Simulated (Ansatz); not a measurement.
**How the equilibrium lattice constant a of ZrSe (model structure, started from the CsCl type, Pm-3m, No. 221, 2 atoms in the cell) moves with the method**

No measured value is used here.

```csv
level (code),value (Å)
LDA (Ansatz),___
PBE (Ansatz),3.359
PBEsol (Ansatz),3.314
```

**Question.** What belongs in the gaps?

**Answer.** 
- LDA (Ansatz, a program for electronic structure), value (Å): 3.290

Ansatz's density-functional and Hartree–Fock values are scalar-relativistic unless marked +SOC, with PAW data made under PBE.

A model structure was made by putting elements into a prototype or built by hand; it is no filed structure, need not be a known phase, and can be a saddle point held by its symmetry.
